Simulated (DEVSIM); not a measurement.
## illuminated Si p-on-n cell, one wavelength, with a back-surface field

System: illuminated Si p-on-n cell, one wavelength, with a back-surface field, at 250 K.

| layer (left to right) | material | thickness (μm) | Nd (cm⁻³) | Na (cm⁻³) | τn (s) | τp (s) | absorption coefficient (cm⁻¹) |
|---|---|---|---|---|---|---|---|
| 1 | Si | 0.120 | - | 2.7e18 | 5.1e-8 | 1.3e-8 | 130 |
| 2 | Si | 99.0 | 8.2e16 | - | 1.3e-7 | 1.3e-7 | 130 |
| 3 | Si | 0.630 | 6.7e18 | - | 1.3e-7 | 1.3e-7 | 130 |

Left contact: ohmic, minority electron recombination velocity 1000 cm/s. Right contact: ohmic, minority hole recombination velocity 7e6 cm/s. Voltage is applied to the left contact. Recombination: SRH at mid-gap, radiative, Auger. Light enters at the left, 2e15 photons cm⁻² s⁻¹, one pass, no reflection. Mobility is μmin + (μ − μmin)/(1 + (N/Nref)^α).

The device is made up for the run: typed textbook-type constants, with dimensions and the other settings drawn at random. Values at 300 K; Nc and Nv go as T^1.5, mobilities as T to minus their exponent, the gap by Varshni's rule with the affinity fixed.

```tsv
parameter	Si
gap (eV)	1.124
affinity (eV)	4.05
permittivity	11.7
Nc (cm⁻³)	2.86e19
Nv (cm⁻³)	3.1e19
μn (cm²/Vs)	1417
μp (cm²/Vs)	470
μn,min	52
μp,min	45
Nref,n	9.7e16
Nref,p	2.2e17
αn	0.68
αp	0.72
T exponent of μn	2.3
T exponent of μp	2.2
B (cm³/s)	4.7e-15
Cn (cm⁶/s)	2.8e-31
Cp (cm⁶/s)	9.9e-32
Varshni α (eV/K)	0.000473
Varshni β (K)	636
```

Simulated with DEVSIM: 1D drift-diffusion, Boltzmann statistics, complete ionisation; no tunnelling, impact ionisation, image-force lowering or self-heating.

The potential step across the device at zero bias is 1.064 V and the dark forward voltage at 1 A/cm² is 0.792 V. The dark forward voltage at 100 A/cm² is 0.954 V, the short-circuit current comes out as 0.0430 mA/cm² and the open-circuit voltage comes out as 0.557 V. The fill factor comes out as 0.78 and the largest power is 0.0188 mW/cm². The share of generated pairs collected at short circuit comes out as 0.185.

Dark forward current:

| V (V) | J (A/cm²) |
|---|---|
| 0.05 | 8.0e-11 |
| 0.10 | 3.3e-10 |
| 0.20 | 3.8e-9 |
| 0.25 | 1.3e-8 |
| 0.30 | 4.3e-8 |
| 0.40 | 4.9e-7 |
| 0.45 | 1.8e-6 |
| 0.55 | 3.3e-5 |
| 0.60 | 0.00021 |
| 0.65 | 0.0017 |
| 0.75 | 0.15 |
| 0.80 | 1.5 |
| 0.85 | 11 |
| 0.95 | 96 |
| 1.00 | 170 |
| 1.10 | 380 |
| 1.15 | 530 |
| 1.20 | 730 |
| 1.30 | 1400 |
| 1.35 | 2100 |

Current under light (generator sign):

| V (V) | J (mA/cm²) |
|---|---|
| 0.00 | 0.0430 |
| 0.08 | 0.0430 |
| 0.16 | 0.0430 |
| 0.24 | 0.0430 |
| 0.32 | 0.0429 |
| 0.40 | 0.0424 |
| 0.42 | 0.0421 |
| 0.44 | 0.0416 |
| 0.46 | 0.0406 |
| 0.48 | 0.0390 |
| 0.50 | 0.0360 |
| 0.52 | 0.0303 |
| 0.54 | 0.0191 |
| 0.56 | -0.00397 |
